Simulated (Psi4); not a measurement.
Psi4 1.11, PBE0/def2-svp: W(S)2(SH)2 ([S]=[W](=[S])([SH])[SH]), 7 atoms. The geometry is a generated start, not checked to be a minimum at this level.

| Item | Result |
|---|---|
| task | energy |
| method | pbe0 |
| basis | def2-svp |
| memory | 3 GB |
| maxiter | 100 |
| keys of the molecule block | symmetry c1 |
| scf_type | df (default) |
| guess | auto, which took SAD (default) |
| scf_initial_accelerator | adiis (default) |
| e_convergence | 1e-06 (default) |
| d_convergence | 1e-06 (default) |
| dft_radial_points | 75 (default) |
| dft_spherical_points | 302 (default) |
| effective core potentials | those of the basis set, past Kr |
| basis functions | 114 |
| grid points | 151374 |

```xyz
7

W      0.3496    -0.0685     0.1168
S      1.6892    -1.6210    -0.6108
S      1.2869     1.0303     1.7493
S     -0.0728     1.4535    -1.6203
H     -0.1921     2.5308    -0.8289
S     -1.5853    -1.0991     0.9556
H     -1.4755    -2.2260     0.2383
```

Charge 0 and multiplicity 1 are set for this test and not shown to be the ground state.

One run each on 2 threads. Values of diis_max_vecs tried: 3, 6, 10 (default), 20.

Q: Predict the course of the SCF iterations along this series.

A: Fewest SCF iterations, within one of each other: 6 with 12, 10 (default) with 11, 20 with 11. The count rises to 34 at 3. All converge to one solution.

```json
[
 {"diis_max_vecs": "3", "SCF iterations": "34", "end": "same solution"},
 {"diis_max_vecs": "6", "SCF iterations": "12", "end": "same solution"},
 {"diis_max_vecs": "10 (default)", "SCF iterations": "11", "end": "same solution"},
 {"diis_max_vecs": "20", "SCF iterations": "11", "end": "same solution"}
]
```
